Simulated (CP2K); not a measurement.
# How a calculation on Bi (R-3m, 2 atoms in the cell) responds to its settings

```
CELL_PARAMETERS angstrom
      4.67250     0.00000     0.00000
      2.52572     3.93103     0.00000
      2.52572     1.37932     3.68109
ATOMIC_POSITIONS crystal
  Bi 0.23400 0.23400 0.23400
  Bi 0.76600 0.76600 0.76600
```

Base run A: LDA (Pade form), GPW, TZVP-MOLOPT-SR-GTH basis, GTH-PADE potentials (GTH_POTENTIALS) (CP2K), self-consistent single point.

Its settings: CUTOFF = 400 Ry; REL_CUTOFF = 50 Ry; SMEAR/METHOD = GAUSSIAN; SIGMA = 0.05 eV; KPOINTS/SCHEME = MONKHORST-PACK 6 6 6; GAMMA_CENTERED = T; XC_FUNCTIONAL = PADE; Bi/BASIS_SET = TZVP-MOLOPT-SR-GTH; Bi/POTENTIAL = GTH-PADE-q5; METHOD = GPW; EPS_DEFAULT = 1e-10; NGRIDS = 4; SCF_GUESS = ATOMIC; EPS_SCF = 1e-06; MAX_SCF = 100; ADDED_MOS = 4; MIXING/METHOD = BROYDEN_MIXING; MIXING/ALPHA = 0.3; MIXING/NBUFFER = 8; MIXING/BETA = 1 1/bohr.

The starting cell has typed, rounded lattice constants, without a prior relaxation at this level. Its lattice was rescaled by a random factor within 2.5 % of one. Values carry the incompleteness of an atom-centred basis.

ΔF is the free energy per atom less that of run A. 

Runs:
- B: SIGMA: 0.05 eV → 0.03 eV; KPOINTS/SCHEME: MONKHORST-PACK 6 6 6 → MONKHORST-PACK 4 4 4
- C: SIGMA: 0.05 eV → 0.1 eV; KPOINTS/SCHEME: MONKHORST-PACK 6 6 6 → MONKHORST-PACK 4 4 4
- D: SIGMA: 0.05 eV → 0.3 eV; KPOINTS/SCHEME: MONKHORST-PACK 6 6 6 → MONKHORST-PACK 4 4 4
- E: SIGMA: 0.05 eV → 0.03 eV; KPOINTS/SCHEME: MONKHORST-PACK 6 6 6 → MONKHORST-PACK 5 5 5; GAMMA_CENTERED: T → default
- F: SIGMA: 0.05 eV → 0.1 eV; KPOINTS/SCHEME: MONKHORST-PACK 6 6 6 → MONKHORST-PACK 5 5 5; GAMMA_CENTERED: T → default
- G: SIGMA: 0.05 eV → 0.3 eV; KPOINTS/SCHEME: MONKHORST-PACK 6 6 6 → MONKHORST-PACK 5 5 5; GAMMA_CENTERED: T → default
- H: SIGMA: 0.05 eV → 0.03 eV
- I: SIGMA: 0.05 eV → 0.1 eV
- J: SIGMA: 0.05 eV → 0.3 eV
- K: SIGMA: 0.05 eV → 0.03 eV; KPOINTS/SCHEME: MONKHORST-PACK 6 6 6 → MONKHORST-PACK 7 7 7; GAMMA_CENTERED: T → default
- L: SIGMA: 0.05 eV → 0.1 eV; KPOINTS/SCHEME: MONKHORST-PACK 6 6 6 → MONKHORST-PACK 7 7 7; GAMMA_CENTERED: T → default
- M: SIGMA: 0.05 eV → 0.3 eV; KPOINTS/SCHEME: MONKHORST-PACK 6 6 6 → MONKHORST-PACK 7 7 7; GAMMA_CENTERED: T → default

```json
[
 {"run": "A", "ΔF (meV/atom)": "0.00", "pressure (GPa)": "0.22", "largest force (eV/Å)": "0.011", "TS (meV/atom)": "0.6", "k-points": "112"},
 {"run": "B", "ΔF (meV/atom)": "-16.5", "pressure (GPa)": "0.01", "largest force (eV/Å)": "0.200", "TS (meV/atom)": "0.7", "k-points": "36"},
 {"run": "C", "ΔF (meV/atom)": "-18.4", "pressure (GPa)": "0.03", "largest force (eV/Å)": "0.191", "TS (meV/atom)": "2.9", "k-points": "36"},
 {"run": "D", "ΔF (meV/atom)": "-25.6", "pressure (GPa)": "0.04", "largest force (eV/Å)": "0.162", "TS (meV/atom)": "12.1", "k-points": "36"},
 {"run": "E", "ΔF (meV/atom)": "-11.2", "pressure (GPa)": "0.02", "largest force (eV/Å)": "0.057", "TS (meV/atom)": "0.0", "k-points": "63"},
 {"run": "F", "ΔF (meV/atom)": "-11.2", "pressure (GPa)": "0.03", "largest force (eV/Å)": "0.057", "TS (meV/atom)": "0.3", "k-points": "63"},
 {"run": "G", "ΔF (meV/atom)": "-14.2", "pressure (GPa)": "0.07", "largest force (eV/Å)": "0.044", "TS (meV/atom)": "7.3", "k-points": "63"},
 {"run": "H", "ΔF (meV/atom)": "0.25", "pressure (GPa)": "0.22", "largest force (eV/Å)": "0.011", "TS (meV/atom)": "0.4", "k-points": "112"},
 {"run": "I", "ΔF (meV/atom)": "-0.63", "pressure (GPa)": "0.23", "largest force (eV/Å)": "0.011", "TS (meV/atom)": "1.3", "k-points": "112"},
 {"run": "J", "ΔF (meV/atom)": "-3.6", "pressure (GPa)": "0.23", "largest force (eV/Å)": "0.007", "TS (meV/atom)": "5.5", "k-points": "112"},
 {"run": "K", "ΔF (meV/atom)": "0.20", "pressure (GPa)": "0.17", "largest force (eV/Å)": "0.074", "TS (meV/atom)": "0.0", "k-points": "172"},
 {"run": "L", "ΔF (meV/atom)": "0.18", "pressure (GPa)": "0.17", "largest force (eV/Å)": "0.075", "TS (meV/atom)": "0.1", "k-points": "172"},
 {"run": "M", "ΔF (meV/atom)": "-1.61", "pressure (GPa)": "0.19", "largest force (eV/Å)": "0.080", "TS (meV/atom)": "5.0", "k-points": "172"}
]
```

Run L against A: The free energy is nearly the same (within 1 meV/atom), the pressure moves little (0.22 to 0.17 GPa) and the largest force goes from 0.011 to 0.075 eV/Å.

Run F against A: The free energy falls by 11.2 meV/atom, the pressure goes from 0.22 to 0.03 GPa and the largest force goes from 0.011 to 0.057 eV/Å.

Run E against A: The free energy goes down by 11.2 meV/atom, the pressure goes from 0.22 to 0.02 GPa and the largest force goes from 0.011 to 0.057 eV/Å.
